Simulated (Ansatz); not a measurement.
Start from Ti in the hcp (Mg type) structure (space group P6_3/mmc, No. 194; relaxed with 0.1 eV smearing).

```
Ti
1.0
    2.93978     0.00000     0.00000
   -1.46989     2.54592     0.00000
    0.00000     0.00000     4.65400
Ti
2
Direct
  0.66667   0.33333   0.75000
  0.33333   0.66667   0.25000
```

Cartesian axes are those of the cell as printed.

Calculations: PBE (Ansatz, a quantum-chemistry and plane-wave program; PAW; 420 eV plane waves; no spin-orbit coupling).

Modification: uniaxial strain ε_zz = +3.00 %, all other strain components held at zero; the atoms relax in the strained cell.

**Question.** Predict the stress tensor and what it implies for the stiffness.

**Answer.** Stress of the strained cell less that of the base (GPa, compression positive):
```
   -2.1     0.0     0.0
    0.0    -2.1     0.0
    0.0     0.0    -5.2
```

Then −Δσ_ii/ε with ε = 0.0300 gives secant stiffness values (nonlinear terms included at this strain): C33 ≈ 172 GPa, C13 ≈ 70 GPa and C23 ≈ 70 GPa.

As a check, the harmonic strain energy −½ V₀ Δσ:ε is 8.4 meV/atom; the computed energy rise is 8.6 meV/atom.

Whether these cells are dynamically stable was not tested. All final runs are without spin polarisation.
